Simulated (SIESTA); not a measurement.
SIESTA run on MoS2 (P6_3/mmc, 6 atoms in the cell): self-consistent single point.

Method of the run: SIESTA with GGA PBE with spin-orbit coupling, numerical atomic orbitals DZP, PseudoDojo PBE fully relativistic norm-conserving potentials (rewritten from UPF to PSML).

```yaml
crystal:
  lattice:
    - [3.21028, 0.00000, 0.00000]
    - [-1.60514, 2.78018, 0.00000]
    - [0.00000, 0.00000, 13.28118]
  atoms:
    - { symbol: Mo, position: [0.00000, 0.00000, 0.25000] }
    - { symbol: Mo, position: [0.00000, 0.00000, 0.75000] }
    - { symbol: S, position: [0.33333, 0.66667, 0.36774] }
    - { symbol: S, position: [0.66667, 0.33333, 0.63226] }
    - { symbol: S, position: [0.66667, 0.33333, 0.86774] }
    - { symbol: S, position: [0.33333, 0.66667, 0.13226] }
```

Reference input (self-consistent single point, DFT, GGA PBE, numerical atomic orbitals DZP, PseudoDojo PBE standard norm-conserving potentials (rewritten from UPF to PSML)): XC.functional = GGA; XC.authors = PBE; potentials = PseudoDojo PBE standard; PAO.BasisSize = DZP; PAO.EnergyShift = 0.01 Ry; MeshCutoff = 300 Ry; kgrid.MonkhorstPack = 6 6 2; OccupationFunction = FD; ElectronicTemperature = 10 K; MaxSCFIterations = 150; SCF.Mixer.Method = Pulay; SCF.Mixer.Weight = 0.2. This run's input differs from it in these lines:

```diff
@@ -1,2 +1,2 @@
-# files in the folder: Mo.psml S.psml (PseudoDojo PBE standard)
+# files in the folder: Mo.psml S.psml (PseudoDojo PBE fully relativistic)
 SystemName  MoS2
@@ -38,2 +38,11 @@
 ElectronicTemperature        10 K
+Spin                         spin-orbit
+%block DM.InitSpin
+  1 0.00 0.00 0.00
+  2 0.00 0.00 0.00
+  3 0.00 0.00 0.00
+  4 0.00 0.00 0.00
+  5 0.00 0.00 0.00
+  6 0.00 0.00 0.00
+%endblock DM.InitSpin
```

The program printed (abridged):

```
        iscf     Eharris(eV)        E_KS(eV)     FreeEng(eV)     dDmax    Ef(eV) dHmax(eV)
   scf:    1    -4933.782234    -4998.245597    -4998.245597  0.386969 -1.438881 22.626486
     spin moment: {S} , |S| = {    0.00000    0.00000    0.00000 }     0.00000
   scf:    2    -5025.389693    -5026.477875    -5026.477875  0.217766 -3.677173  1.778059
     spin moment: {S} , |S| = {    0.00000    0.00000   -0.00000 }     0.00000
   scf:    3    -5027.706108    -5027.322914    -5027.322914  0.045945 -3.645564  1.554532
     spin moment: {S} , |S| = {   -0.00000    0.00000    0.00000 }     0.00000
   [... lines left out ...]
     spin moment: {S} , |S| = {   -0.00000    0.00000    0.00000 }     0.00000
   scf:    9    -5027.654590    -5027.654662    -5027.654662  0.000365 -3.671819  0.023564
     spin moment: {S} , |S| = {   -0.00000    0.00000    0.00000 }     0.00000
   scf:   10    -5027.654710    -5027.654698    -5027.654698  0.000208 -3.675492  0.000057
     spin moment: {S} , |S| = {   -0.00000   -0.00000    0.00000 }     0.00000
   scf:   11    -5027.654698    -5027.654698    -5027.654698  0.000006 -3.675472  0.000042
     spin moment: {S} , |S| = {    0.00000    0.00000   -0.00000 }     0.00000
SCF Convergence by DM+H criterion
max |DM_out - DM_in|         :     0.0000059029
max |H_out - H_in|      (eV) :     0.0000422281
SCF cycle converged after 11 iterations

Using DM_out to compute the final energy and forces

siesta: E_KS(eV) =            -5027.6547

siesta: E_KS - E_eggbox =     -5027.6547

siesta: Atomic forces (eV/Ang):
     1    0.000049   -0.000027   -0.000003
     2   -0.000049    0.000027    0.000002
     3   -0.000024    0.000013    0.093156
     4    0.000024   -0.000013   -0.093156
     5    0.000024   -0.000013    0.093154
     6   -0.000024    0.000013   -0.093154
   Tot   -0.000000   -0.000000   -0.000000
   Max    0.093156
   Res    0.043914    sqrt( Sum f_i^2 / 3N )
   Max    0.093156    constrained

   [... lines left out ...]
siesta: FreeEng =     -5027.654698
   [... lines left out ...]
siesta:     0.014943    0.000004    0.000000
siesta:     0.000004    0.014947    0.000000
siesta:     0.000000    0.000000    0.000309

siesta: Cell volume =        118.536511 Ang**3

siesta: Pressure (static):
siesta:                Solid            Molecule  Units
siesta:          -0.00010964         -0.00012749  Ry/Bohr**3
siesta:          -0.01006632         -0.01170515  eV/Ang**3
siesta:         -16.12802642        -18.75371099  kBar
```

The run converged in 11 iterations. Against the reference run the pressure hardly changes (-1.57 to -1.61 GPa), the largest force goes from 0.082 to 0.093 eV/Å and the gap on the mesh hardly changes (1.059 to 1.053 eV).

The starting cell comes from a database of computed structures (which also holds hypothetical and non-ambient phases and stackings), without a prior relaxation at this level. Its lattice was rescaled by a random factor within 2.5 % of one. Values carry the incompleteness of an atom-centred basis.

Cost on one core of a shared machine: roughly 70 s.
